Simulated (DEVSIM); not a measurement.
Structure: abrupt Si n-p junction, at 300 K.

Layer 1 from the left is Si, thickness (μm) 28.0, Nd (cm⁻³) 1.4e18, τn (s) 8e-5, τp (s) 8e-5. Layer 2 from the left is Si, thickness (μm) 17.0, Na (cm⁻³) 2.3e15, τn (s) 8e-5, τp (s) 8e-5.

Left contact: ohmic. Right contact: ohmic. Voltage is applied to the left contact. Recombination: SRH at mid-gap. Mobility is constant in doping.

This is a model device: material constants are rounded textbook-type values typed into the input, and sizes, dopings and lifetimes were drawn at random. Values at 300 K.

Si: gap (eV) 1.124, affinity (eV) 4.05, permittivity 11.7, Nc (cm⁻³) 2.86e19, Nv (cm⁻³) 3.1e19, μn (cm²/Vs) 1417, μp (cm²/Vs) 470.

**Question.** Estimate by hand the built-in potential, the peak field at zero bias, the capacitance at 1.5 V, and compare with a numerical solution.

**Answer.** 
- Built-in potential: ni = √(Nc Nv) exp(−Eg/2kT) = 1.08e10 cm⁻³ with Eg = 1.124 eV; Vbi = kT/q ln(Na Nd/ni²) = 0.800 V; numerical 0.800 V.
- Peak field at zero bias: depletion approximation: W = √(2εVbi/(qN)) = 0.671 μm with N = 2.30e15 cm⁻³; field = 2Vbi/W = 23800 V/cm; numerical 67000 V/cm (estimate below by 64 %).
- Capacitance at 1.5 V: C = √(qεN / 2(Vbi + |V|)) = 9.10 nF/cm²; numerical 9.30 nF/cm² (estimate below by 2.1 %).

Simulated with DEVSIM: 1D drift-diffusion, Boltzmann statistics, complete ionisation; no tunnelling, impact ionisation, image-force lowering or self-heating.
